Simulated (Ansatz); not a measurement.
Input:

```
CELL_PARAMETERS angstrom
      0.00000     2.00394     2.00394
      2.00394     0.00000     2.00394
      2.00394     2.00394     0.00000
ATOMIC_POSITIONS crystal
  Li 0.00000 0.00000 0.00000
  F  0.50000 0.50000 0.50000
```

Method: PBE, rigid bands (plane waves, PAW, scalar-relativistic; Ansatz, a quantum-chemistry and plane-wave program). How the cell was made: cell and atoms relaxed with PBEsol.

### Question
What conductivity effective mass do dilute holes have at 300 K?

### Answer
3.6 mₑ.

### Question
What conductivity effective mass do dilute electrons have at 300 K?

### Answer
0.91 mₑ.

### Question
And the band gap?

### Answer
9.22 eV at this level; semilocal functionals usually fall short of the measured gap.

Rigid bands, one relaxation time for all states, no polarons. Spin-orbit coupling is left out. Geometry: cell and atoms relaxed with PBEsol.
